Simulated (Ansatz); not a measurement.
# Ru: pressure 30 GPa

Base system: Ru in the hcp (Mg type) structure (space group P6_3/mmc, No. 194; a = 2.692 Å, c = 4.246 Å).

The change: a hydrostatic pressure of 30 GPa.

Level of theory: DFT with PBEsol, PAW potentials and a 420 eV plane-wave cutoff in Ansatz (a first-principles code), scalar-relativistic without spin-orbit coupling. Γ-centred 20×20×11 mesh, Fermi–Dirac width 0.05 eV.

```
quantity                              base      changed        shift
-----------------------------  -----------  -----------  -----------
volume per atom                   13.32 Å³     12.39 Å³     -0.93 Å³
density                        12.60 g/cm³  13.55 g/cm³  +0.95 g/cm³
lattice parameter a                2.692 Å      2.625 Å     -0.067 Å
c/a ratio                            1.577        1.582       +0.005
shortest interatomic distance      2.631 Å      2.570 Å    -0.0604 Å
band gap                              zero         zero            –
```

Final structure:

```
CELL_PARAMETERS angstrom
      2.62464     0.00000     0.00000
     -1.31232     2.27301     0.00000
      0.00000     0.00000     4.15269
ATOMIC_POSITIONS crystal
  Ru 0.33333 0.66667 0.75000
  Ru 0.66667 0.33333 0.25000
```

Load acts through the strain it causes; cell and atoms are relaxed under it. No phonon test of stability was made. Competing high-pressure phases were not computed. The final runs are not spin-polarised.
